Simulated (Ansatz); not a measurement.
Take ZrO$_{2}$ (space group P4_2/nmc, No. 137; a = 3.621 Å, c = 5.283 Å) as the base.

Computed with Kohn–Sham DFT with the PBE functional, run in Ansatz (a program for electronic structure) with PAW and 420 eV plane waves, without spin-orbit coupling.

Before the change:

The smallest direct gap comes out as 4.13 eV and the electron mass is 2.3 mₑ along c, 0.61 mₑ across (at Γ). The lattice parameter a is 3.621 Å.

One thing is altered: a negative pressure, −1 GPa.

Problem. How does this affect the smallest direct gap, electron mass and lattice parameter a?

Solution. The smallest direct gap stays 4.13 eV; the electron mass remains 2.3 mₑ along c, 0.61 mₑ across (at Γ); the lattice parameter a increases by 0.006 Å (3.621 Å → 3.627 Å).

Load acts through the strain it causes; cell and atoms are relaxed under it. Masses are band curvatures over ±0.01 Å⁻¹ around the edge. Stability against distortions was not tested. This is not the structure that ZrO2 has at room temperature and ambient pressure.
